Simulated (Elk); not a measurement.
A self-consistent single point of YInCu4 (F-43m, 6 atoms in the cell) with Elk.

Method: Elk with LDA (PW92), all-electron FP-LAPW, Elk's shipped species files, LAPW+lo basis.

```xyz
6
Lattice="0.0000 3.5262 3.5262 3.5262 0.0000 3.5262 3.5262 3.5262 0.0000" Properties=species:S:1:pos:R:3 pbc="T T T"
Y      0.0000     0.0000     0.0000
In     5.2892     5.2892     5.2892
Cu     2.6469     2.6469     2.6469
Cu     2.6469     4.4054     4.4054
Cu     4.4054     4.4054     2.6469
Cu     4.4054     2.6469     4.4054
```

Reference input (self-consistent single point, DFT, PBEsol, all-electron FP-LAPW, Elk's shipped species files, LAPW+lo basis): xctype = 22; rgkmax = 8; stype = 0; swidth = 0.00999582 Ha; ngridk = 9 9 9; gmaxvr = 16 1/bohr; nxoapwlo = 1; rmtscf = 0.92; maxscl = 100. This run's input differs from it in these lines:

```diff
@@ -2,5 +2,2 @@
   0
-
-xctype
-  22
```

Log, with long lists cut:

```
│ Self-consistent loop started │
│ Loop number : 1 │
 total energy                :     -15806.5159244
│ Loop number : 2 │
 total energy                :     -15812.3392208
RMS change in Kohn-Sham potential (target) :   0.5974240202     (  0.1000000000E-05)
Absolute change in total energy (target)   :    5.823296401     (  0.1000000000E-03)
│ Loop number : 3 │
 total energy                :     -15851.8258297
RMS change in Kohn-Sham potential (target) :   0.2443037298     (  0.1000000000E-05)
Absolute change in total energy (target)   :    40.94243301     (  0.1000000000E-03)
│ Loop number : 4 │
   [... lines left out ...]
Absolute change in total energy (target)   :   0.4332492445E-03 (  0.1000000000E-03)
│ Loop number : 16 │
 total energy                :     -15869.9861116
RMS change in Kohn-Sham potential (target) :   0.3216423589E-06 (  0.1000000000E-05)
Absolute change in total energy (target)   :   0.1705628147E-03 (  0.1000000000E-03)
│ Loop number : 17 │
 total energy                :     -15869.9861727
RMS change in Kohn-Sham potential (target) :   0.8602173102E-07 (  0.1000000000E-05)
Absolute change in total energy (target)   :   0.1845614315E-04 (  0.1000000000E-03)
Convergence targets achieved

│ Loop number : 18 │

Energies :
 Fermi                       :     0.340602508989
 total energy                :     -15869.9861854

Density of states at Fermi energy :    11.84882047
 (states/Hartree/unit cell)

Estimated indirect band gap :   0.8148649201E-02
 from k-point     55 to k-point      1
Estimated direct band gap   :   0.3357799642E-01
 at k-point      9

Charges :
 core                        :    106.0000000
 valence                     :    98.00000000
 interstitial                :    8.866830056
 muffin-tins (core leakage)
  species :    1 (Y)
   atom    1                 :    36.52349393     (  0.3601056808E-04)
  species :    2 (In)
   atom    1                 :    47.00876298     (  0.4262622369E-03)
  species :    3 (Cu)
   atom    1                 :    27.90022826     (  0.4813507407E-03)
   atom    2                 :    27.90022826     (  0.4813507407E-03)
   atom    3                 :    27.90022826     (  0.4813507407E-03)
   atom    4                 :    27.90022826     (  0.4813507407E-03)
 total in muffin-tins        :    195.1331699
 total calculated charge     :    203.9836186
 total charge                :    204.0000000
 error                       :   0.1638139228E-01

│ Self-consistent loop stopped │
```

The run converged in 18 iterations. The count includes the last loop, which Elk runs after its targets are met. 

The starting cell comes from a database of computed structures (which also holds hypothetical and non-ambient phases and stackings), without a prior relaxation at this level. Its lattice was rescaled by a random factor within 2.5 % of one. Spin polarisation is off. Values depend on the basis (sphere radii, cutoffs, local orbitals), which need not be converged. The log's line on a gap gives a spacing of levels on this mesh, which the program prints for metals too.

Cost on one core of a shared machine: roughly 5 min.
